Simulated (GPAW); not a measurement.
Worked example: self-consistent single point of CdCo₂N₂ (C2/m, 5 atoms in the cell) in GPAW.

Level of theory: PBEsol, GPAW PAW datasets PBEsol (made by gpaw-setup) (plane waves; GPAW).

The change in words: lattice scaled by 0.98. Reference geometry:
```
Cd(CoN)2
1.0
    2.65512    -1.53211     0.00000
    2.65512     1.53211     0.00000
   -1.91309     0.00000     8.29973
Cd Co N
1 2 2
Direct
  0.50000   0.50000   0.50000
  0.37077   0.37077   0.10323
  0.62923   0.62923   0.89677
  0.27822   0.27822   0.84757
  0.72178   0.72178   0.15243
```

Reference input (self-consistent single point, DFT PBEsol, plane waves, GPAW PAW datasets PBEsol (made by gpaw-setup)): mode = pw; ecut = 950 eV; xc = PBEsol; kpts = 10 10 3; mesh shift (steps) = 0 0 0; occupations.name = fermi-dirac; occupations.width = 0.1 eV; nbands = -9; convergence.density = 1e-05 e/electron; symmetry.symmorphic = false; symmetry.tolerance = 0.0005; maxiter = 120. This run's input differs from it in these lines:

```diff
@@ -5,10 +5,10 @@
 atoms = Atoms(['Cd', 'Co', 'Co', 'N', 'N'],
-              cell=[[2.655125, -1.532110, 0.000000],
-                    [2.655125, 1.532110, 0.000000],
-                    [-1.913092, 0.000000, 8.299729]],
-              positions=[[1.698579, 0.000000, 4.149864],
-                         [1.771393, -0.000000, 0.856781],
-                         [1.625765, -0.000000, 7.442948],
-                         [-0.144062, -0.000000, 7.034601],
-                         [3.541220, 0.000000, 1.265128]],
+              cell=[[2.602022, -1.501468, 0.000000],
+                    [2.602022, 1.501468, 0.000000],
+                    [-1.874830, 0.000000, 8.133734]],
+              positions=[[1.664607, 0.000000, 4.066867],
+                         [1.735965, 0.000000, 0.839645],
+                         [1.593249, 0.000000, 7.294089],
+                         [-0.141181, 0.000000, 6.893909],
+                         [3.470395, -0.000000, 1.239825]],
               pbc=True)
```

The program printed (abridged):

```
     iter     time        total  log10-change:
                         energy   eigst   dens
iter:   1 --:--:--   -38.704282
iter:   2 --:--:--   -37.108771   -0.78  -1.09
iter:   3 --:--:--   -35.834574   -0.88  -1.19
iter:   4 --:--:--   -35.609012   -2.02  -1.45
iter:   5 --:--:--   -35.612155   -2.38  -1.52
iter:   6 --:--:--   -35.626363c  -1.76  -1.57
iter:   7 --:--:--   -35.562019   -2.44  -2.08
iter:   8 --:--:--   -35.571965   -2.76  -2.36
iter:   9 --:--:--   -35.559020c  -2.52  -2.21
iter:  10 --:--:--   -35.550301   -3.35  -2.57
iter:  11 --:--:--   -35.551495c  -3.90  -2.87
iter:  12 --:--:--   -35.550294c  -4.76  -2.69
iter:  13 --:--:--   -35.550221c  -4.00  -2.85
iter:  14 --:--:--   -35.550585c  -4.67  -3.24
iter:  15 --:--:--   -35.550464c  -5.60  -3.34
iter:  16 --:--:--   -35.550292c  -5.92  -3.38
iter:  17 --:--:--   -35.550475c  -5.54  -3.49
iter:  18 --:--:--   -35.550442c  -5.92  -3.62
iter:  19 --:--:--   -35.550377c  -6.04  -3.94
iter:  20 --:--:--   -35.550380c  -7.19  -4.44
iter:  21 --:--:--   -35.550372c  -7.77c -4.58
iter:  22 --:--:--   -35.550371c  -8.04c -4.66
iter:  23 --:--:--   -35.550376c  -8.01c -4.86
iter:  24 --:--:--   -35.550377c  -8.69c -5.17c
Converged after 24 iterations.

Dipole moment: (0.000000, -0.000000, 0.000000) |e|*Ang

Energy contributions relative to reference atoms: (reference = -230791.971513)

Kinetic:        +47.864752
Potential:      -44.136986
External:        +0.000000
XC:             -39.546429
Entropy (-ST):   -0.076613
Local:           +0.306593
SIC:             +0.000000
--------------------------
Free energy:    -35.588683
Extrapolated:   -35.550377

Showing only first 2 kpts
 Kpt  Band  Eigenvalues  Occupancy
  0    18      6.37445    1.99999
  0    19      8.81340    0.00001
  0    20     10.21258    0.00000
  0    21     10.56906    0.00000

  1    18      6.37578    1.99999
  1    19      8.98837    0.00000
  1    20      9.75648    0.00000
  1    21     10.56767    0.00000

Fermi level: 7.58716

No gap
   [... lines left out ...]
Energy (eV): -35.550377

Forces in eV/Ang:
  0 Cd    0.00000    0.00000    0.00000
  1 Co   -0.01063    0.00000   -0.05646
  2 Co    0.01063    0.00000    0.05646
  3 N     0.00421    0.00000   -0.52739
  4 N    -0.00421    0.00000    0.52739

Stress tensor:
    -0.039785    -0.000000    -0.000330
    -0.000000    -0.039837     0.000000
    -0.000330     0.000000    -0.007559
Stress (GPa, Voigt): [-6.3742 -6.3825 -1.2111  0.     -0.0529 -0.    ]
```

The run converged in 24 iterations. GPAW prints stress with tension positive. Against the reference run the free energy drops by 2.9 meV/atom and the largest force goes from 0.197 to 0.527 eV/Å.

At such cutoffs GPAW's stress carries a finite-basis (Pulay) error, which enters relaxed cells too; its log prints stress with tension positive.

The starting cell comes from a database of computed structures (which also holds hypothetical and non-ambient phases and stackings), without a prior relaxation at this level. For this run, on top of that: lattice scaled by 0.98. Spin polarisation is off, so a magnetic state, if there is one, cannot be reached.

Cost on one core of a shared machine: roughly 6 min.
